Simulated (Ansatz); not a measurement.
# A self-consistent single point of LuAu2 (I4mm, 3 atoms in the cell) with Ansatz

Method of the run: LDA (PW92), default PAW files made with PBE (plane waves; Ansatz, a program for electronic structure).

The input file:

Ansatz 0.2 input:
```yaml
# LuAu2
crystal:
  lattice:
    - [-1.831582, 1.831582, 4.470949]
    - [1.831582, -1.831582, 4.470949]
    - [1.831582, 1.831582, -4.470949]
  atoms:
    - { symbol: Lu, position: [0.005592, 0.005592, 0.000000] }
    - { symbol: Au, position: [0.663940, 0.663940, 0.000000] }
    - { symbol: Au, position: [0.336060, 0.336060, 0.000000] }
basis:
  ecutwfc: 420.0
kpoints:
  mp_grid: { grid: [9, 9, 9] }
hamiltonian:
  xc: lda
  pseudopotentials: { kind: paw }
scf:
  occupations: { method: gaussian, width: 0.1 }
output:
  forces: true
  eigenvalues: true
  stress: true
```

The program printed (abridged):

```
WARN ansatz: RAYON_NUM_THREADS=1 ignored (pool sized by the plan → 1); use --threads N
Pseudopotentials: kind: paw
Pseudopotential: Lu, paw, valence charge 25
Pseudopotential: Au, paw, valence charge 19
Crystal: 3 atoms, lattice volume = 59.995 Å³
Basis set: ecut = 420 eV, 1203 PW (Γ)
Bands: 38, of which v1, the nominal top of the filled ones, is band 32 counted from 1 (31 counted from 0)
Symmetry: 8 space group operations
Space group: I4mm (ITA 107), of the structure as read, at distance tolerance 3.9e-5 Å
k-points: 75 of 729 (time reversal used)
PAW frozen core: Lu, regenerated for the run's functional, and the local potential with it
PAW frozen core: Au, regenerated for the run's functional, and the local potential with it
Initial density: superposition of atomic densities (neutral atoms: chi_scale 0, normalization atom), corrected by the library's trained network
Initial wavefunctions: pseudopotential atomic-orbital guess
Eigensolver: davidson
Functional: x = slater, c = lda
SCF iter   1: F=—  HF=-40225.501776 eV  |F-HF|=—  |Δ(HF+E_count)|=         —  Δρ=5.80e-3  dr2=1.88e-2  ethr=1.77e-3  ⟨swp⟩=5.3  Hψ=13069  notcnv=0
all-band conjugate gradients solve this SCF's bands
preconditioner: auto → Kerker (q_TF=auto, 2.751 Å⁻¹)
SCF iter   2: F=—  HF=-40225.497103 eV  |F-HF|=—  |Δ(HF+E_count)|=   4.67e-3  Δρ=2.85e-3  dr2=3.61e-3  ethr=2.98e-5  ⟨swp⟩=2.1  Hψ=5890  notcnv=0  defer=4
SCF iter   3: F=—  HF=-40225.496562 eV  |F-HF|=—  |Δ(HF+E_count)|=   5.41e-4  Δρ=9.75e-4  dr2=4.28e-4  ethr=5.74e-6  ⟨swp⟩=2.1  Hψ=4639  notcnv=0  defer=4
SCF iter   4: F=—  HF=-40225.496207 eV  |F-HF|=—  |Δ(HF+E_count)|=   3.55e-4  Δρ=6.42e-4  dr2=1.88e-4  ethr=6.79e-7  ⟨swp⟩=3.0  Hψ=5212  notcnv=0  defer=4
SCF iter   5: F=—  HF=-40225.496155 eV  |F-HF|=—  |Δ(HF+E_count)|=   5.20e-5  Δρ=1.54e-4  dr2=1.99e-5  ethr=2.98e-7  ⟨swp⟩=2.7  Hψ=5401  notcnv=0  defer=4
SCF iter   6: F=—  HF=-40225.496145 eV  |F-HF|=—  |Δ(HF+E_count)|=   1.04e-5  Δρ=8.02e-5  dr2=3.53e-6  ethr=3.16e-8  ⟨swp⟩=2.0  Hψ=4855  notcnv=0  defer=4
SCF iter   7: F=-40225.496143 eV  HF=-40225.496143 eV  |F-HF|=3.43e-8  |Δ(HF+E_count)|=   1.39e-6  Δρ=1.26e-5  dr2=9.19e-8  ethr=1.59e-10  ⟨swp⟩=11.3  Hψ=22145  notcnv=0
SCF 1 converged in 7 iterations: F = -40225.496143 eV  dr2 = 9.19e-8
SCF converged after 7 iterations
Free energy (F): -40225.496143 eV
Harris-Foulkes:  -40225.496143 eV  (|F-HF|=3.43e-8)
Internal energy: -40225.490706 eV  (E = F + TS)
E sigma→0 (E₀):  -40225.493425 eV
Entropy (-TS):   -0.005437 eV (-1.812 meV/atom)
Fermi energy:    18.209518 eV
--- Per-component energies (eV) ---
  E_band       = -417.005885
  E_kinetic    = 1628.988300
  E_local      = -9896.329336  (includes V_loc(G=0)·N_el)
  E_nonlocal   = 745.476640
  E_hartree    = 4151.153296
  E_xc         = -671.419066
  E_vxc        = -809.998931  (∫ρ·V_xc dr)
  E_paw        = -25981.252014  (= ΣΔE_a)
  E_vpaw       = -387.447184  (= ΣTr[D̂ρ^β])
  E_aug_tail   = 0.002559  (compensation charges beyond the density's cutoff)
  E_ewald      = -10205.475155
  E_core_change = 3.364070  (= ΣΔE_core)
  E_smearing   = -0.005437  (= −TS)
  E_closure    = 0.000000  (closes the sum)
  Σ components = -40225.496143   (vs F -40225.496143, Δ=0.00e0)
--- Forces (eV/Å), atoms counted from 1 ---
  atom   1  Lu    -0.00000000     0.00000000    -0.30296275
  atom   2  Au     0.00000000    -0.00000000     0.17279083
  atom   3  Au    -0.00000000     0.00000000     0.13035173
  max |Σ_I F_I| component: 1.80e-4 eV/Å
--- Stress (GPa, compression-positive) ---
       -7.619404      -0.000000      -0.000000
       -0.000000      -7.619404      -0.000000
       -0.000000      -0.000000      -8.611880
  P = ⅓ Tr σ = -7.9502 GPa (-79.502 kbar)
  The stress holds the Pulay correction. Without it, at fixed plane waves, as pw.x and ABINIT print it: P = -7.9924 GPa
--- Band table (eV; the first three rows and the last of 75) ---
  k-point 0: bands = ["-87.8905", "-87.8298", "-39.2194", "-39.1772", "-39.1772", "-39.1349", "-39.0974", "-39.0974", "-37.9395", "-8.6514", "-8.5929", "-8.5929", "9.4957", "12.4892", "13.1133", "13.1230", "13.1230", "13.1765", "13.2101", "13.2212", [...]
  k-point 1: bands = ["-87.8904", "-87.8298", "-39.2188", "-39.1781", "-39.1777", "-39.1342", "-39.0996", "-39.0976", "-37.9380", "-8.6471", "-8.6121", "-8.6097", "9.8592", "12.5895", "12.8678", "13.1018", "13.1362", "13.1581", "13.2067", "13.2390", [...]
  k-point 2: bands = ["-87.8903", "-87.8298", "-39.2169", "-39.1802", "-39.1787", "-39.1359", "-39.1015", "-39.0981", "-37.9347", "-8.6572", "-8.6518", "-8.6376", "10.7538", "12.5130", "12.8601", "12.9334", "13.1416", "13.1763", "13.2220", [...]
  k-point 74: bands = ["-87.8903", "-87.8299", "-39.2040", "-39.1804", "-39.1786", "-39.1533", "-39.0958", "-39.0958", "-37.9350", "-8.6624", "-8.6107", "-8.5900", "11.5649", "12.0650", "12.1269", "12.2831", "12.8829", "12.9450", "13.0681", [...]
```

The run converged in 7 iterations.

The starting cell comes from a database of computed structures (which also holds hypothetical and non-ambient phases and stackings), without a prior relaxation at this level. Its lattice was rescaled by up to half a per cent. One atom was moved a little off its site on purpose. Spin-orbit coupling is off. With a pressure of about -8 GPa the cell is away from its equilibrium volume at this level. Ansatz's pressure includes its estimate of the finite-basis (Pulay) stress.
